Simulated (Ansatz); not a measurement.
Ansatz (a quantum-chemistry and plane-wave program) run on MgC₂ (P1, 6 atoms in the cell): self-consistent single point.

Method: PBEsol, PAW files made with PBE (plane waves; Ansatz).

```yaml
crystal:
  lattice:
    - [3.95078, 0.00000, 0.00000]
    - [0.00000, 3.95078, 0.00000]
    - [0.00000, 0.00000, 4.98709]
  atoms:
    - { symbol: Mg, position: [0.50621, 0.50036, 0.00466] }
    - { symbol: Mg, position: [0.03098, 0.00109, 0.50496] }
    - { symbol: C, position: [0.87402, 0.87370, 0.98895] }
    - { symbol: C, position: [0.10464, 0.11844, 0.00443] }
    - { symbol: C, position: [0.60303, 0.40172, 0.49513] }
    - { symbol: C, position: [0.38111, 0.60469, 0.50187] }
```

Reference input (self-consistent single point, DFT, PBEsol, plane waves, PAW files made with PBE): kpoints.mp_grid.grid = 6 6 5; hamiltonian.xc = pbesol; hamiltonian.pseudopotentials = {kind: paw} (an earlier, softer set of the program's PAW files); scf.occupations.method = fermi_dirac; scf.occupations.width = 0.02 eV. This run's input differs from it in these lines:

Ansatz 0.2 input:
```diff
@@ -14,3 +14,3 @@
   mp_grid:
-    grid: [6, 6, 5]
+    grid: [4, 4, 3]
 hamiltonian:
```

Log, with long lists cut:

```
SCF iter   1: F=—  HF=-4810.226916 eV  |F-HF|=—  |Δ(HF+E_count)|=         —  Δρ=1.05e-1  dr2=8.14e0  ethr=3.10e-3  ⟨swp⟩=6.2  Hψ=2936  notcnv=0
all-band conjugate gradients solve this SCF's bands
preconditioner: auto → Resta (q_TF=auto, 2.399 Å⁻¹)
SCF iter   2: F=—  HF=-4807.975617 eV  |F-HF|=—  |Δ(HF+E_count)|=    2.25e0  Δρ=4.95e-2  dr2=1.78e0  ethr=3.10e-3  ⟨swp⟩=2.4  Hψ=1218  notcnv=0  defer=43
   [... lines left out ...]
SCF iter   4: F=—  HF=-4807.419284 eV  |F-HF|=—  |Δ(HF+E_count)|=   4.03e-3  Δρ=1.05e-3  dr2=1.10e-3  ethr=6.25e-5  ⟨swp⟩=2.0  Hψ=1112  notcnv=0  defer=43
SCF iter   5: F=—  HF=-4807.419267 eV  |F-HF|=—  |Δ(HF+E_count)|=   1.67e-5  Δρ=2.83e-4  dr2=5.22e-5  ethr=3.06e-6  ⟨swp⟩=2.8  Hψ=1150  notcnv=0  defer=43
SCF iter   6: F=—  HF=-4807.419263 eV  |F-HF|=—  |Δ(HF+E_count)|=   3.88e-6  Δρ=5.67e-5  dr2=2.03e-6  ethr=1.45e-7  ⟨swp⟩=2.8  Hψ=1060  notcnv=0  defer=43
SCF iter   7: F=-4807.419263 eV  HF=-4807.419263 eV  |F-HF|=5.77e-9  |Δ(HF+E_count)|=   1.49e-7  Δρ=8.11e-6  dr2=4.54e-8  ethr=2.78e-10  ⟨swp⟩=12.3  Hψ=3480  notcnv=0
SCF 1 converged in 7 iterations: F = -4807.419263 eV  dr2 = 4.54e-8
Free energy (F): -4807.419263 eV
Internal energy: -4807.419263 eV  (E = F + TS)
E sigma→0 (E₀):  -4807.419263 eV
Fermi energy:    5.047277 eV
--- Forces (eV/Å), atoms counted from 1 ---
  atom   1  Mg    -0.51322129    -0.59870042    -0.02904996
  atom   2  Mg    -0.79776020     0.87269547    -0.06072515
  atom   3  C      3.69801285     4.03603231     0.47545581
  atom   4  C     -3.09962811    -3.46501041    -0.39062147
  atom   5  C      4.93305514    -4.81291011    -0.08610825
  atom   6  C     -4.22027217     3.96783056     0.09107235
--- Stress (GPa, compression-positive) ---
        0.950964     -12.478068      -0.751139
      -12.478068      -0.941039       0.367304
       -0.751140       0.367303      -2.081456
  P = ⅓ Tr σ = -0.6905 GPa (-6.905 kbar)
  The stress holds the Pulay correction. Without it, at fixed plane waves, as pw.x and ABINIT print it: P = -0.8533 GPa
```

The run converged in 7 iterations. Against the reference run the free energy is nearly the same (within 1 meV/atom), the pressure hardly changes (-0.70 to -0.69 GPa), the largest force moves little (6.894 to 6.892 eV/Å) and the gap on the mesh goes from 2.319 to 2.349 eV.

The starting cell comes from a database of computed structures (which also holds hypothetical and non-ambient phases and stackings), without a prior relaxation at this level. Its atoms were displaced at random from the sites of space group no. 136. Forces in this geometry exceed 1 eV/Å. Ansatz's pressure includes its estimate of the finite-basis (Pulay) stress. Another mesh or the band path of this cell gives a smaller gap, so this value is not converged in the mesh.
